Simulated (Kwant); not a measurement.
Device: quantum point contact (saddle potential) in a CdTe two-dimensional gas. Effective mass 0.096 mₑ, grid spacing 7.5 nm, hard walls, nominal width 150 nm (19 grid rows, so walls 150 nm apart), one parabolic valley, scattering region 450 nm long along x; energies count from the band bottom; Fermi energy 0.00434 eV. Potential (V0 + ½k y²) cos²(πx/L) for |x| < L/2, with V0 swept from 0.004557 to 0 eV, k = 3.7e-06 eV/nm², L = 300 nm.

The device is made up for the run: typed textbook-type constants, with dimensions and the other settings drawn at random.

Model: effective-mass tight-binding model on a square grid, one spin, coherent transport at 0 K (Kwant). Conductance is in e²/h.

Compare with the saddle-point formula G = Σ 1/(1 + exp(−2π(E − V0 − ħωy(n + ½))/ħωx)), taking ħωy = ħ√(k/m) and ħωx from the curvature along x of V0 plus half of the mode's confinement energy.

ħωy = 1.71 meV; at V0 = 3.70 meV the lowest mode has ħωx = 0.848 meV.

```
V0 (meV)  formula  simulation
--------  -------  ----------
4.29       0.0036      0.0035
3.70         0.17        0.18
3.10         0.95        0.96
2.51         1.00        1.00
1.92         1.23        1.28
1.32         1.99        1.99
```

The formula takes a parabolic saddle in the continuum; the run has the full potential on a grid.
